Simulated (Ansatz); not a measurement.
Take BP in the zinc blende structure (space group F-43m, No. 216; a = 4.548 Å) as the base.

Level of theory: Ansatz (a program for electronic structure) PBE, no spin-orbit coupling, earlier PAW set.

For the base:

| Item | Value |
|---|---|
| Gap between the host's bands | 1.25 eV |
| Gap character | indirect, Γ → a point along ⟨100⟩, about 1.1 Å⁻¹ from Γ |

One thing is altered: electron doping at 7.0×10^20 cm⁻³ (0.0165 per cell), with a uniform compensating background at fixed cell and a 300 K Fermi–Dirac width.

How does this affect the Fermi level from band edge?

The Fermi level relative to the doped band's edge (positive inside the band; to 0.05 eV) amounts to +0.20 eV.

How does this affect the gap between the host's bands?

The gap between the host's bands hardly moves (1.25 eV against 1.24 eV).

What does the calculation give for the gap character after the change?

The gap character is still indirect, Γ → a point along ⟨100⟩, about 1.1 Å⁻¹ from Γ.

Charged cell with a jellium background: band edges are those of the host's band count, energies are not comparable with the neutral cell, and many-body gap narrowing is missing. Whether these cells are dynamically stable was not tested.
